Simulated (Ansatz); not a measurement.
**La5Si3: response to strain**

Consider La$_{5}$Si$_{3}$ (space group P6_3/mcm, No. 193; a = 8.877 Å, c = 6.682 Å; a cell from a computed database, its experimental status unchecked). Axes: x lies along a and z along c of the hexagonal cell.

Strains are applied to the cell and any free atomic positions relax; under biaxial strain the out-of-plane vector relaxes too.

Method: PBEsol (Ansatz, a first-principles code, PAW, no spin-orbit coupling).

Notes on the quantities. pressure: mean of the normal stresses, compression positive; energy relative to the base: free energy F.

| case | largest internal atomic displacement | volume per atom | pressure | energy relative to the base | space group |
|---|---|---|---|---|---|
| base | – | 28.50 Å³ | 0.0 GPa | 0 meV/atom | P6_3/mcm (No. 193) |
| biaxial strain +4.66 %, plane normal [001], relaxed out of plane | – | ___ | -2.5 GPa | – | P6_3/mcm (No. 193) |
| isotropic strain −1.02 % | 0.010 Å | 27.64 Å³ | 1.8 GPa | ___ | P6_3/mcm (No. 193) |
| isotropic strain +3.92 % | 0.040 Å | 31.98 Å³ | -5.3 GPa | +63 meV/atom | P6_3/mcm (No. 193) |
| tensor shear ε_xy = −2.95 % | ___ | 28.47 Å³ | 0.0 GPa | +8.1 meV/atom | P2_1/m (No. 11) |

Q: Some entries are withheld; estimate them.

A: 
- biaxial strain +4.66 %, plane normal [001], relaxed out of plane, volume per atom: 29.37 Å³
- isotropic strain −1.02 %, energy relative to the base: +4.7 meV/atom
- tensor shear ε_xy = −2.95 %, largest internal atomic displacement: 0.069 Å

Stability against distortions was not tested. The final runs are not spin-polarised.
